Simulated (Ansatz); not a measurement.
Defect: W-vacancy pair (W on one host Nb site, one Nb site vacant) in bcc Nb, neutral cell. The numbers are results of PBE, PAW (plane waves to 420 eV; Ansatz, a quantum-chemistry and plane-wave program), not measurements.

Settings: 36 host sites, the relaxed PBE lattice, a 2×2×3 k-point mesh shifted by half a step, smearing 0.10 eV, spin-restricted, no image-charge correction. Energies are static. Spin-orbit coupling is left out. Forms of the defect that were not tried may lie lower. The start lies 0.34 eV above the lowest site run (PBE).

Barriers: single points on a 3×3×4 k-point mesh shifted by half a step at the bands' geometries (they differ from the bands' own by up to 0.15 eV, and are uncertain by about as much).

Relaxed starting cell (atoms counted from 1):

```
CELL_PARAMETERS angstrom
      9.93269     0.00000     0.00000
      0.00000     9.93269     0.00000
      0.00000     0.00000     6.62179
ATOMIC_POSITIONS crystal
  W  0.99788 0.99773 0.99501
  Nb 0.00667 0.00638 0.49152
  Nb 0.00797 0.32533 0.00961
  Nb 0.00804 0.32817 0.50202
  Nb 0.99714 0.66523 0.99819
  Nb 0.99761 0.66596 0.50008
  Nb 0.32538 0.00846 0.01039
  Nb 0.32844 0.00837 0.50253
  Nb 0.33229 0.33259 0.01198
  Nb 0.33050 0.33084 0.50370
  Nb 0.33271 0.66942 0.00170
  Nb 0.33307 0.66951 0.50454
  Nb 0.66530 0.99759 0.99852
  Nb 0.66605 0.99802 0.50043
  Nb 0.66909 0.33311 0.00160
  Nb 0.66926 0.33344 0.50445
  Nb 0.66441 0.66488 0.99922
  Nb 0.66524 0.66566 0.49967
  Nb 0.16556 0.16557 0.76202
  Nb 0.16744 0.50479 0.25506
  Nb 0.16661 0.49857 0.75538
  Nb 0.16170 0.83601 0.24638
  Nb 0.16201 0.83881 0.75161
  Nb 0.50487 0.16797 0.25546
  Nb 0.49859 0.16712 0.75583
  Nb 0.49898 0.49952 0.25435
  Nb 0.50055 0.50107 0.75336
  Nb 0.49496 0.83709 0.25124
  Nb 0.49708 0.83450 0.75120
  Nb 0.83608 0.16179 0.24628
  Nb 0.83878 0.16226 0.75143
  Nb 0.83655 0.49507 0.25082
  Nb 0.83396 0.49723 0.75074
  Nb 0.83408 0.83417 0.24406
  Nb 0.83229 0.83242 0.74773
```

End state 1 differs by these moves (Å; atoms that move under 0.08 Å are left out):

| atom | element | Δx | Δy | Δz |
|---|---|---|---|---|
| 1 | W | 1.70 | 1.70 | 1.75 |

Task: Predict the forward and backward barriers to end state 1 from PBE, PAW.

Result: forward 1.18 eV, backward 1.18 eV; at the saddle point atom 1 has neighbours 4 Nb at 2.78, 2 Nb at 2.79, Nb at 3.49, Nb at 3.50, 2 Nb at 3.55, 2 Nb at 3.56 Å. The saddle point's order was not checked, and it lies on a symmetry element of the cell, where a band can be held.

End state 2 differs by these moves (Å; atoms that move under 0.08 Å are left out):

```tsv
atom	element	Δx	Δy	Δz
2	Nb	1.51	1.51	-1.57
3	Nb	-0.09	0.04	-0.05
4	Nb	-0.09	0.07	0.00
7	Nb	0.04	-0.09	-0.05
8	Nb	0.06	-0.09	0.00
19	Nb	-0.07	-0.07	-0.07
34	Nb	0.05	0.06	0.07
35	Nb	0.07	0.08	0.02
```

Task: What forward and backward barriers to end state 2 does PBE, PAW give?

Result: forward 0.40 eV, backward 0.74 eV; at the saddle point atom 2 has neighbours 2 Nb at 2.77, 3 Nb at 2.85, Nb at 3.40, 2 Nb at 3.50, Nb at 3.59; W at 2.82 Å. The saddle point's order was not checked, and it lies on a symmetry element of the cell, where a band can be held.
